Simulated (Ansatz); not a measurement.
Consider the following.

End structure of a constructed model of the (111) surface of fcc Ir, (√3x√3)R30° surface alloy, Ge on one Ir site of the top plane (bottom of the slab: a bare face, its two planes held):

```yaml
crystal:
  lattice:
    - [4.10580, 2.37048, 0.00000]
    - [-4.10580, 2.37048, 0.00000]
    - [0.00000, 0.00000, 27.50000]
  atoms:
    - { symbol: Ir, position: [0.00000, 0.66667, 0.29759] }
    - { symbol: Ir, position: [0.33333, 0.33333, 0.29759] }
    - { symbol: Ir, position: [0.66667, 0.00000, 0.29759] }
    - { symbol: Ir, position: [0.00000, 0.33333, 0.37886] }
    - { symbol: Ir, position: [0.33333, 0.00000, 0.37886] }
    - { symbol: Ir, position: [0.66667, 0.66667, 0.37886] }
    - { symbol: Ir, position: [0.00000, 0.00000, 0.46028] }
    - { symbol: Ir, position: [0.33333, 0.66667, 0.45908] }
    - { symbol: Ir, position: [0.66667, 0.33333, 0.45908] }
    - { symbol: Ir, position: [0.00000, 0.66657, 0.54080] }
    - { symbol: Ir, position: [0.33343, 0.33343, 0.54080] }
    - { symbol: Ir, position: [0.66657, 0.00000, 0.54080] }
    - { symbol: Ir, position: [0.00000, 0.33083, 0.62201] }
    - { symbol: Ir, position: [0.33083, 0.00000, 0.62201] }
    - { symbol: Ir, position: [0.66917, 0.66917, 0.62201] }
    - { symbol: Ge, position: [0.00000, 0.00000, 0.70860] }
    - { symbol: Ir, position: [0.33333, 0.66667, 0.70137] }
    - { symbol: Ir, position: [0.66667, 0.33333, 0.70137] }
```

Slab: 18 atoms, 11.1 Å thick at the start with caps and adatoms (thin: gaps and levels are the slab's own); k 9x9x1, smearing 0.1 eV, dipole-corrected; 6 atoms held, the rest relaxed; symmetry of the start imposed; no spin, no spin-orbit, no U. It is one candidate, not shown to be the stable structure of the face.

Q: Estimate the work function of the top face that PBE (Ansatz, a quantum-chemistry and plane-wave program) returns for this input.

A: 4.86 eV
